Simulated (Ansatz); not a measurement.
A one-dimensional Y body, 11 atoms a period, stretched and compressed along its axis from its relaxed period of 12.064 Å, atoms relaxed at each length.

```xyz
11
Lattice="15.0000 0.0000 0.0000 0.0000 15.0000 0.0000 0.0000 0.0000 12.0638" Properties=species:S:1:pos:R:3 pbc="T T T"
Y      9.1728     7.5000     0.0000
Y      6.3437     8.7915     1.0968
Y      7.2195     5.8073     2.1932
Y      8.9005     8.4235     3.2904
Y      5.8218     7.9811     4.3864
Y      8.1720     5.9448     5.4840
Y      8.1720     9.0552     6.5798
Y      5.8218     7.0189     7.6773
Y      8.9005     6.5765     8.7734
Y      7.2195     9.1927     9.8706
Y      6.3437     6.2085    10.9670
```

All values below come from PBE (plane waves to 420 eV, PAW; Ansatz, an electronic-structure program). Mesh 1×1×6. No spin polarisation, so a magnetic state wasn't tested. Periodic along z alone, with about 11 Å of vacuum beside it. A hypothetical model. Symmetry and one short period hold its shape; lower forms weren't sought. Pairing along the axis, which can open a gap, is among the distortions not tried. Buckling under compression is shut out by symmetry and the short period. Energies are free energies at a Fermi–Dirac width of 0.05 eV, from the unstrained cell.

```tsv
strain (%)	energy (meV a period)	axial force (nN)
-3.0	+77	-0.71
-1.5	+18	-0.33
0.0	0	0.00
+1.5	?	?
+3.0	?	?
+6.0	+238	+1.01
```

Problem. Fill in the missing entries.

Solution. 
- +1.5, energy (meV a period): +16
- +1.5, axial force (nN): +0.28
- +3.0, energy (meV a period): +63
- +3.0, axial force (nN): +0.54
